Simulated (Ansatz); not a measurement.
The parent structure is Mo in the bcc (W type) structure (space group Im-3m, No. 229; a = 3.1512 Å; relaxed with 0.1 eV smearing). Axes: x, y, z lie along the cube axes.

Computed with r2SCAN/PAW in Ansatz (a program for electronic structure), no spin-orbit coupling, earlier PAW set.

Before the change:

| Quantity | Result |
|---|---|
| Shortest interatomic distance | 5.157 bohr |

Now apply this change: compressive biaxial strain of 2.89 % in the plane normal to [001], as in epitaxy on a mismatched substrate; the out-of-plane cell vector and the atoms relax.

Question: Estimate the effect on the in-plane stress, energy relative to the base and shortest interatomic distance.

Answer: The mean in-plane stress (compression positive) comes out as +17.1 GPa; the energy rises by 47 meV/atom; the shortest interatomic distance shrinks by 0.061 bohr to 5.096 bohr.

Whether these cells are dynamically stable was not tested. All final runs are without spin polarisation.
